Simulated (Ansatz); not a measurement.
The reference is MgB₂ (space group P6/mmm, No. 191; a = 3.0640 Å, c = 3.4977 Å; relaxed with 0.1 eV smearing). Axes: x lies along a and z along c of the hexagonal cell.

The values are results of PBEsol (Ansatz, a first-principles code; PAW; 420 eV plane waves; spin-orbit coupling left out), not measurements.

Strains are applied to the cell and any free atomic positions relax; under biaxial strain the out-of-plane vector relaxes too.

One change was made to it. Results:

```json
[
 {"quantity": "shortest interatomic distance", "base": "1.769 Å", "after": "1.760 Å"},
 {"quantity": "pressure (mean of the normal stresses, compression positive)", "base": "0.0 GPa", "after": "1.7 GPa"},
 {"quantity": "band gap", "base": "zero", "after": "zero"}
]
```

### Question
What was done to the base?
A. biaxial strain −1.00 %, plane normal [001], relaxed out of plane
B. biaxial strain −3.00 %, plane normal [001], relaxed out of plane
C. biaxial strain −0.50 %, plane normal [001], relaxed out of plane
D. biaxial strain +2.50 %, plane normal [001], relaxed out of plane

### Answer
C, biaxial strain −0.50 %, plane normal [001], relaxed out of plane. For comparison, the pressure in the other runs: biaxial strain −3.00 %, plane normal [001], relaxed out of plane gives 11.1 GPa; biaxial strain −1.00 %, plane normal [001], relaxed out of plane gives 3.4 GPa; biaxial strain +2.50 %, plane normal [001], relaxed out of plane gives -7.2 GPa.

Stability against distortions was not tested. The final runs are not spin-polarised.
